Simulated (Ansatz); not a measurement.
Electronic density of states of amorphous In₉Ga₉Zn₉O₃₆H₂, density 5.62 g/cm³, on a 2×2×2 Γ-centred mesh with a Gaussian width of 0.1 eV; energies count from the Fermi level. Cell and mesh are small, so fine structure isn't converged. These are PBE, scalar-relativistic without spin-orbit coupling (plane waves to 420 eV, PAW; Ansatz, a quantum-chemistry and plane-wave program) values and carry that method's errors. Sampling: a 2×2×2 Γ-centred mesh; Fermi-Dirac width 0.02 eV; no spin polarisation. The usual formal charges leave 2 electrons over, so the level spacing at the Fermi energy parts defect or band states and needn't be the band gap. The spare electrons fill defect levels or the bottom of the conduction band, and the levels at the Fermi energy are partly filled.

The cell was made by melting and quenching with the CHGNet potential and then relaxed with DFT. O atoms were pushed apart under 1.9 Å during the dynamics, to hinder bonds among them. The hot cell started wider than the set density and was brought back towards it in steps. It is the lowest in DFT energy of 2 quenches. It is a model cell: composition and starting density were chosen by hand, and all elements were melted together. No dispersion term was used. Its density started from a set value of 5.64 and ended at 5.62 g/cm³. Cooling (nominally 280 K/ps over its main leg) ran many orders faster than in experiment, which tends to leave more defects and strain. One small periodic cell is one sample of the glass; other quenches scatter about these values. Volume and shape were free in the relaxation. On a 2×2×2 Γ-centred mesh force components of up to 0.16 eV/Å stay, since the relaxation ran on the zone centre alone.

(E - EF (eV), states/(eV atom)): (-12.00, 0.00); (-11.90, 0.00); (-11.80, 0.00); (-11.70, 0.00); (-11.60, 0.00); (-11.50, 0.00); (-11.40, 0.00); (-11.30, 0.00); (-11.20, 0.00); (-11.10, 0.00); (-11.00, 0.00); (-10.90, 0.00); (-10.80, 0.00); (-10.70, 0.00); (-10.60, 0.00); (-10.50, 0.00); (-10.40, 0.00); (-10.30, 0.00); (-10.20, 0.00); (-10.10, 0.00); (-10.00, 0.00); (-9.90, 0.00); (-9.80, 0.00); (-9.70, 0.00); (-9.60, 0.00); (-9.50, 0.00); (-9.40, 0.03); (-9.30, 0.13); (-9.20, 0.14); (-9.10, 0.15); (-9.00, 0.30); (-8.90, 0.34); (-8.80, 0.28); (-8.70, 0.23); (-8.60, 0.21); (-8.50, 0.23); (-8.40, 0.26); (-8.30, 0.32); (-8.20, 0.43); (-8.10, 0.62); (-8.00, 0.76); (-7.90, 0.75); (-7.80, 0.77); (-7.70, 0.94); (-7.60, 1.08); (-7.50, 1.16); (-7.40, 1.18); (-7.30, 1.18); (-7.20, 1.28); (-7.10, 1.37); (-7.00, 1.29); (-6.90, 1.07); (-6.80, 0.88); (-6.70, 0.81); (-6.60, 0.78); (-6.50, 0.71); (-6.40, 0.62); (-6.30, 0.61); (-6.20, 0.62); (-6.10, 0.60); (-6.00, 0.61); (-5.90, 0.63); (-5.80, 0.60); (-5.70, 0.60); (-5.60, 0.61); (-5.50, 0.58); (-5.40, 0.54); (-5.30, 0.57); (-5.20, 0.58); (-5.10, 0.52); (-5.00, 0.59); (-4.90, 0.66); (-4.80, 0.68); (-4.70, 0.71); (-4.60, 0.72); (-4.50, 0.66); (-4.40, 0.71); (-4.30, 0.78); (-4.20, 0.75); (-4.10, 0.77); (-4.00, 0.85); (-3.90, 0.86); (-3.80, 0.84); (-3.70, 0.83); (-3.60, 0.89); (-3.50, 0.97); (-3.40, 0.94); (-3.30, 0.86); (-3.20, 0.84); (-3.10, 0.87); (-3.00, 0.84); (-2.90, 0.74); (-2.80, 0.54); (-2.70, 0.31); (-2.60, 0.34); (-2.50, 0.39); (-2.40, 0.15); (-2.30, 0.02); (-2.20, 0.00); (-2.10, 0.00); (-2.00, 0.00); (-1.90, 0.01); (-1.80, 0.02); (-1.70, 0.01); (-1.60, 0.00); (-1.50, 0.00); (-1.40, 0.00); (-1.30, 0.00); (-1.20, 0.00); (-1.10, 0.00); (-1.00, 0.00); (-0.90, 0.00); (-0.80, 0.01); (-0.70, 0.04); (-0.60, 0.05); (-0.50, 0.03); (-0.40, 0.05); (-0.30, 0.04); (-0.20, 0.01); (-0.10, 0.02); (0.00, 0.07); (0.10, 0.08); (0.20, 0.06); (0.30, 0.08); (0.40, 0.11); (0.50, 0.07); (0.60, 0.05); (0.70, 0.06); (0.80, 0.06); (0.90, 0.05); (1.00, 0.08); (1.10, 0.09); (1.20, 0.09); (1.30, 0.11); (1.40, 0.14); (1.50, 0.17); (1.60, 0.17); (1.70, 0.19); (1.80, 0.22); (1.90, 0.23); (2.00, 0.22); (2.10, 0.24); (2.20, 0.25); (2.30, 0.27); (2.40, 0.30); (2.50, 0.26); (2.60, 0.24); (2.70, 0.22); (2.80, 0.22); (2.90, 0.27); (3.00, 0.26); (3.10, 0.27); (3.20, 0.37); (3.30, 0.39); (3.40, 0.31); (3.50, 0.26); (3.60, 0.31); (3.70, 0.35); (3.80, 0.29); (3.90, 0.30); (4.00, 0.34); (4.10, 0.33); (4.20, 0.34); (4.30, 0.31); (4.40, 0.28); (4.50, 0.29); (4.60, 0.29); (4.70, 0.27); (4.80, 0.30); (4.90, 0.34); (5.00, 0.34); (5.10, 0.24); (5.20, 0.26); (5.30, 0.32); (5.40, 0.34); (5.50, 0.36); (5.60, 0.34)
